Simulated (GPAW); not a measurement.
Worked example: self-consistent single point of CaC2 (Pnnm, 6 atoms in the cell) in GPAW.

Computed with LDA (Perdew-Wang 92), GPAW PAW datasets LDA (gpaw-data 1.0.1) (plane waves; GPAW 25.7.0).

The change in words: lattice scaled by 0.98. Reference geometry:
```
CELL_PARAMETERS angstrom
      4.40723     0.00000     0.00000
      0.00000     5.90435     0.00000
      0.00000     0.00000     3.89734
ATOMIC_POSITIONS crystal
  Ca 0.00000 0.00000 0.00000
  Ca 0.50000 0.50000 0.50000
  C  0.88666 0.56447 0.00000
  C  0.11334 0.43553 0.00000
  C  0.38666 0.93553 0.50000
  C  0.61334 0.06447 0.50000
```

Reference input (self-consistent single point, DFT LDA (Perdew-Wang 92), plane waves, GPAW PAW datasets LDA (gpaw-data 1.0.1)): mode = pw; ecut = 900 eV; xc = LDA; kpts = 4 3 5; mesh shift (steps) = 0 0 0; occupations.name = fermi-dirac; occupations.width = 0 eV; nbands = -4; convergence.density = 1e-05 e/electron; convergence.bands = -2; symmetry.symmorphic = false; symmetry.tolerance = 0.0005. This run's input differs from it in these lines:

```diff
@@ -5,5 +5,5 @@
 atoms = Atoms(['Ca', 'Ca', 'C', 'C', 'C', 'C'],
-              cell=[[4.407230, 0.000000, 0.000000],
-                    [0.000000, 5.904350, 0.000000],
-                    [0.000000, 0.000000, 3.897340]],
+              cell=[[4.319085, 0.000000, 0.000000],
+                    [0.000000, 5.786263, 0.000000],
+                    [0.000000, 0.000000, 3.819393]],
               scaled_positions=[[0.000000, 0.000000, 0.000000],
```

The program printed (abridged):

```
     iter     time        total  log10-change:
                         energy   eigst   dens
iter:   1 --:--:--   -49.337127   +0.60
iter:   2 --:--:--   -48.403384   -0.24  -0.91
iter:   3 --:--:--   -44.341511   +0.33  -0.95
iter:   4 --:--:--   -44.384513   -0.44  -1.36
iter:   5 --:--:--   -46.341213   -0.33  -1.40
iter:   6 --:--:--   -44.279107   -0.32  -1.15
iter:   7 --:--:--   -44.300393   -1.46  -2.35
iter:   8 --:--:--   -44.346961   -1.04  -2.33
iter:   9 --:--:--   -44.368957   -1.48  -1.89
iter:  10 --:--:--   -44.362785   -1.99  -1.85
iter:  11 --:--:--   -44.374214c  -2.16  -1.86
   [... lines left out ...]
iter:  25 --:--:--   -44.296209c  -4.19  -4.03
iter:  26 --:--:--   -44.296209c  -4.17  -4.69
iter:  27 --:--:--   -44.296209c  -4.29  -5.00c
iter:  28 --:--:--   -44.296209c  -4.19  -5.17c
iter:  29 --:--:--   -44.296209c  -4.39  -5.24c
iter:  30 --:--:--   -44.296209c  -4.34  -5.37c
iter:  31 --:--:--   -44.296209c  -4.43  -5.42c
   [... 53 lines left out ...]
iter:  85 --:--:--   -44.296209c  -7.14  -12.53c
iter:  86 --:--:--   -44.296209c  -7.18  -12.63c
iter:  87 --:--:--   -44.296209c  -7.34  -12.79c
iter:  88 --:--:--   -44.296209c  -7.38  -12.47c
iter:  89 --:--:--   -44.296209c  -7.46c -12.97c
Converged after 89 iterations.

Dipole moment: (0.000000, -0.000000, -0.000000) |e|*Ang

Energy contributions relative to reference atoms: (reference = -41008.035860)

Kinetic:        +42.805405
Potential:      -38.559395
External:        +0.000000
XC:             -47.375763
Entropy (-ST):   +0.000000
Local:           -1.166455
SIC:             +0.000000
--------------------------
Free energy:    -44.296209
Extrapolated:   -44.296209

Showing only first 2 kpts
 Kpt  Band  Eigenvalues  Occupancy
  0    16      1.74180    2.00000
  0    17      1.97954    2.00000
  0    18      5.13996    0.00000
  0    19      5.80155    0.00000

  1    16      1.64694    2.00000
  1    17      1.88277    2.00000
  1    18      5.59089    0.00000
  1    19      6.09568    0.00000

Fermi level: 3.75783

Gap: 2.764 eV
Transition (v -> c):
   [... lines left out ...]
Direct gap: 3.160 eV
   [... lines left out ...]
  0 Ca    0.00000    0.00000    0.00000
  1 Ca    0.00000    0.00000    0.00000
  2 C    -1.15850    0.85569    0.00000
  3 C     1.15850   -0.85569    0.00000
  4 C    -1.15850   -0.85569    0.00000
  5 C     1.15850    0.85569    0.00000

Stress tensor:
    -0.012557    -0.000000     0.000000
    -0.000000    -0.004120     0.000000
     0.000000     0.000000     0.010958
Stress (GPa, Voigt): [-2.0119 -0.6601  1.7557  0.      0.     -0.    ]
```

The run converged in 89 iterations. GPAW prints stress with tension positive. Against the reference run the free energy goes down by 14.5 meV/atom, the largest force goes from 0.413 to 1.440 eV/Å and the gap on the mesh goes from 2.737 to 2.764 eV.

At such cutoffs GPAW's stress carries a finite-basis (Pulay) error, which enters relaxed cells too; its log prints stress with tension positive.

The starting cell comes from a database of computed structures (which also holds hypothetical and non-ambient phases and stackings), without a prior relaxation at this level. For this run, on top of that: lattice scaled by 0.98. Forces in this geometry exceed 1 eV/Å.

Cost on one core of a shared machine: roughly 3 min.
